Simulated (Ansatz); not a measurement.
## Carrier properties of SnC (R3m)

Data:

```
SnC
1.0
    0.03385     2.51456     2.51456
    2.51456     0.03385     2.51456
    2.51456     2.51456     0.03385
Sn C
1 1
Direct
  0.00100   0.00100   0.00100
  0.24900   0.24900   0.24900
```

Method: PBE with spin-orbit coupling, rigid bands (plane waves, PAW; Ansatz, a quantum-chemistry and plane-wave program). Condition of this run: biaxial stress in (111) of 5 GPa (compression positive) (the target of the relaxation). Geometry: cell and atoms relaxed with PBEsol, then loaded as said.

```
Quantity                                                                                                                                                       Value
---------------------------------------------------------------------------------------------------------------------------------------  ---------------------------
band gap                                                                                                                                                     0.85 eV
electron conductivity mass (300 K, dilute)                                                                                                                  0.107 mₑ
hole conductivity mass (300 K, dilute)                                                                                                                       0.54 mₑ
effective density of states N_c (300 K)                                                                                                                  7.9e17 cm⁻³
effective density of states N_v (300 K)                                                                                                                  2.1e19 cm⁻³
density-of-states mass, electrons                                                                                                                           0.099 mₑ
density-of-states mass, holes                                                                                                                                0.89 mₑ
Seebeck coefficient, n-type 1e19 cm⁻³, 300 K                                                                                                                -69 μV/K
best n-type power factor at 300 K for τ = 10 fs (best axis; densities from 1e16 to 1e21 cm⁻³ tried, whether or not they can be reached)  6.5 μW/(cm·K²) at 3e20 cm⁻³
Seebeck coefficient, p-type 1e19 cm⁻³, 300 K                                                                                                                324 μV/K
```

Rigid bands; masses and Seebeck coefficients take one relaxation time τ for all states and one kind of carrier; polarons and phonon drag are left out. Geometry: cell and atoms relaxed with PBEsol.

Computed structure with no diffraction record at hand here (it may be known, metastable or hypothetical): SnC (R3m).
